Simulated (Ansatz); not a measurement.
Consider HfO₂ in the CdI2 type structure (space group P-3m1, No. 164; a = 3.2396 Å, c = 4.6612 Å; a hypothetical phase, not in the database extracts checked; layered, stacked along the Cartesian z axis).

(Cell as relaxed with PBE-D3(BJ).)

Levels (all Ansatz, a first-principles code, PAW): PBE-D3(BJ) (420 eV, no spin-orbit coupling); r2SCAN+rVV10 (500 eV, without spin-orbit coupling).

Each level relaxes its own structure.

| base | PBE-D3(BJ) | r2SCAN+rVV10 |
|---|---|---|
| volume per atom | 14.12 Å³ | 13.69 Å³ |
| lattice parameter a | 3.240 Å | 3.227 Å |
| band gap | 4.48 eV | 4.92 eV |

Now apply this change: full substitution Hf → Ti, then cell and atoms are relaxed.

```tsv
quantity	PBE-D3(BJ)	r2SCAN+rVV10
band gap	2.51 eV	(withheld)
gap character	indirect, K–Γ (68 % along) → A	(withheld)
shift of the gap caused by the change	-1.97 eV	(withheld)
```

### Question
Given the PBE-D3(BJ) results, estimate those of r2SCAN+rVV10.

### Answer

- band gap, r2SCAN+rVV10: 2.91 eV
- gap character, r2SCAN+rVV10: indirect, K–Γ (68 % along) → A
- shift of the gap caused by the change, r2SCAN+rVV10: -2.01 eV

PBE-D3(BJ)'s band gap lies 0.40 eV below r2SCAN+rVV10's; PBE-D3(BJ)'s shift of the gap caused by the change lies 0.04 eV above r2SCAN+rVV10's; the two agree on the gap character. Neither level is exact; r2SCAN+rVV10 is the comparison here, not a measurement.

Spin-orbit coupling, missing from the scalar runs, can matter with Hf. No phonon test of stability was made. As relaxed here, TiO2 is a hypothetical phase, not in the database extracts checked. The final runs are not spin-polarised.
